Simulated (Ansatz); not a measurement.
Given:

```
CELL_PARAMETERS angstrom
     -1.81358     1.81358     4.58571
      1.81358    -1.81358     4.58571
      1.81358     1.81358    -4.58571
ATOMIC_POSITIONS crystal
  Ti 0.75000 0.25000 0.50000
  Ti 0.00000 0.00000 0.00000
  O  0.53875 0.03875 0.50000
  O  0.78875 0.78875 0.00000
  O  0.21125 0.21125 0.00000
  O  0.96125 0.46125 0.50000
```

No spin polarisation.

All numbers come from LDA (Ansatz, an electronic-structure program; PAW; 420 eV plane waves; scalar-relativistic without spin-orbit coupling). Settings: 12×12×12 k-points, 0.05 eV Fermi–Dirac smearing.

**Question.** Predict the pressure, space group, band gap and smallest direct gap.

**Answer.** Pressure (mean of the normal stresses, compression positive): 24.17 GPa
Space group: I4_1/amd (No. 141)
Band gap: 2.14 eV
Smallest direct gap: 2.59 eV

The cells carry an imposed strain or load. No phonon test of stability was made. All final runs are without spin polarisation. The cell was made from TiO₂ in the anatase structure (space group I4_1/amd, No. 141) by this change: isotropic strain −3.00 %.
